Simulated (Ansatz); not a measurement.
Worked example: self-consistent single point of MgBe₂ (Fd-3m, 6 atoms in the cell) in Ansatz (a program for electronic structure).

Method: PBE (plane waves, PAW; Ansatz).

```xyz
6
Lattice="0.0000 3.5041 3.5041 3.5041 0.0000 3.5041 3.5041 3.5041 0.0000" Properties=species:S:1:pos:R:3 pbc="T T T"
Be     0.8760     0.8760     0.8760
Be     0.8760     2.6281     2.6281
Be     2.6281     0.8760     2.6281
Be     2.6281     2.6281     0.8760
Mg     5.2562     5.2562     5.2562
Mg     3.5041     3.5041     3.5041
```

Reference input (self-consistent single point, DFT, PBE, plane waves, default PAW files): basis.ecutwfc = 420 eV; kpoints.mp_grid.grid = 7 7 7; hamiltonian.xc = pbe; hamiltonian.pseudopotentials = {kind: paw}, with the files named one by one; scf.occupations.method = gaussian; scf.occupations.width = 0.1 eV. This run's input differs from it in these lines:

Ansatz 0.2 input:
```diff
@@ -14,3 +14,3 @@
 basis:
-  ecutwfc: 420.0 eV
+  ecutwfc: 335.0 eV
 kpoints:
```

The program printed (abridged):

```
SCF iter   1: F=—  HF=-4217.382149 eV  |F-HF|=—  |Δ(HF+E_count)|=         —  Δρ=2.04e-3  dr2=1.04e-2  ethr=1.77e-3  ⟨swp⟩=5.8  Hψ=1882  notcnv=0
all-band conjugate gradients solve this SCF's bands
preconditioner: auto → Kerker (q_TF=auto, 2.263 Å⁻¹)
SCF iter   2: F=—  HF=-4217.379771 eV  |F-HF|=—  |Δ(HF+E_count)|=   2.38e-3  Δρ=1.39e-3  dr2=5.00e-3  ethr=3.73e-5  ⟨swp⟩=1.0  Hψ=560  notcnv=0
SCF iter   3: F=—  HF=-4217.378256 eV  |F-HF|=—  |Δ(HF+E_count)|=   1.51e-3  Δρ=5.95e-4  dr2=1.12e-4  ethr=1.78e-5  ⟨swp⟩=2.0  Hψ=490  notcnv=0
SCF iter   4: F=—  HF=-4217.378108 eV  |F-HF|=—  |Δ(HF+E_count)|=   1.48e-4  Δρ=2.55e-4  dr2=1.67e-5  ethr=4.01e-7  ⟨swp⟩=2.4  Hψ=613  notcnv=0
SCF iter   5: F=—  HF=-4217.378112 eV  |F-HF|=—  |Δ(HF+E_count)|=   3.97e-6  Δρ=1.14e-4  dr2=4.96e-6  ethr=5.98e-8  ⟨swp⟩=2.0  Hψ=637  notcnv=0
SCF iter   6: F=—  HF=-4217.378105 eV  |F-HF|=—  |Δ(HF+E_count)|=   6.26e-6  Δρ=3.89e-5  dr2=5.55e-7  ethr=1.77e-8  ⟨swp⟩=2.1  Hψ=552  notcnv=0
SCF iter   7: F=-4217.378105 eV  HF=-4217.378105 eV  |F-HF|=3.59e-8  |Δ(HF+E_count)|=   7.24e-7  Δρ=7.11e-6  dr2=1.51e-8  ethr=3.57e-10  ⟨swp⟩=7.8  Hψ=1801  notcnv=0
SCF 1 converged in 7 iterations: F = -4217.378105 eV  dr2 = 1.51e-8
Free energy (F): -4217.378105 eV
Internal energy: -4217.369984 eV  (E = F + TS)
E sigma→0 (E₀):  -4217.374044 eV
Entropy (-TS):   -0.008121 eV (-1.353 meV/atom)
Fermi energy:    5.614778 eV
--- Forces (eV/Å), atoms counted from 1 ---
  atom   1  Be    -0.00000000     0.00000000     0.00000000
   [... zero for the other atoms too ...]
--- Stress (GPa, compression-positive) ---
      -11.515434       0.000000       0.000000
        0.000000     -11.515434      -0.000000
       -0.000000       0.000000     -11.515434
  P = ⅓ Tr σ = -11.5154 GPa (-115.154 kbar)
  The stress holds the Pulay correction. Without it, at fixed plane waves, as pw.x and ABINIT print it: P = -11.7586 GPa
```

The run converged in 7 iterations. Against the reference run the free energy goes up by 2.4 meV/atom and the pressure stays at -11.52 GPa.

The starting cell was generated: these elements placed on a structure prototype, without a prior relaxation; it need not be a known phase or ordering of this composition. Ansatz's pressure includes its estimate of the finite-basis (Pulay) stress. The cutoff lies below the one recommended for these files.
